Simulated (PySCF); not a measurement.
PySCF 2.14.0, R2SCAN/def2-svp, df: [c]1ccccc1, charge +1, multiplicity 1, 11 atoms. The geometry is a generated start, not checked to be a minimum at this level.

```
Property                      Result
-------------------  ---------------
task                          energy
method                        r2scan
basis                       def2-svp
two-electron scheme  density fitting
mol.max_memory               3000 MB
mf.max_cycle                     100
mf.diis_space            8 (default)
mf.conv_tol          1e-09 (default)
mf.grids.level           3 (default)
basis functions                  109
grid points                   133752
```

```xyz
11

C     -1.3512     0.3354     0.0221
C     -0.6195     1.4320     0.0065
C      0.7506     1.0545    -0.0148
C      1.1123    -0.2757    -0.0172
C      0.1667    -1.2815     0.0011
C     -1.2187    -0.9773     0.0226
H     -0.9268     2.4637     0.0073
H      1.4705     1.8618    -0.0305
H      2.1641    -0.5365    -0.0320
H      0.4257    -2.3312    -0.0008
H     -1.9737    -1.7450     0.0357
```

Charge 1 and multiplicity 1 are set for this test and not shown to be the ground state.

With the defaults (mf.DIIS = CDIIS, mf.diis = true, mf.init_guess = minao, mf.diis_damp = 0, mf.damp = 0, mf.diis_start_cycle = 1, mf.level_shift = 0) it converges in 13 Fock builds. One run each on 2 threads, 1 BLAS thread, with these changes:
- mf.DIIS = ADIIS
- mf.diis = false
- mf.damp = 0.3, mf.diis_start_cycle = 4
- mf.init_guess = mod_huckel
- mf.DIIS = EDIIS
- mf.init_guess = huckel
- mf.diis_damp = 0.3
- mf.level_shift = 0.3 Hartree
- mf.damp = 0.7, mf.diis_start_cycle = 8

Task: Name the settings that don't reach the solution of the defaults.

Result: No convergence: mf.DIIS = EDIIS; mf.diis = false (the run ends without SCF convergence in 100 cycles). The rest reach the solution of the defaults.

```tsv
setting	Fock builds	end
the defaults	13	same solution
mf.diis_damp = 0.3	13	same solution
mf.init_guess = mod_huckel	15	same solution
mf.init_guess = huckel	15	same solution
mf.damp = 0.7, mf.diis_start_cycle = 8	16	same solution
mf.level_shift = 0.3 Hartree	17	same solution
mf.DIIS = ADIIS	18	same solution
mf.damp = 0.3, mf.diis_start_cycle = 4	18	same solution
mf.DIIS = EDIIS	101	no convergence
mf.diis = false	101	no convergence
```
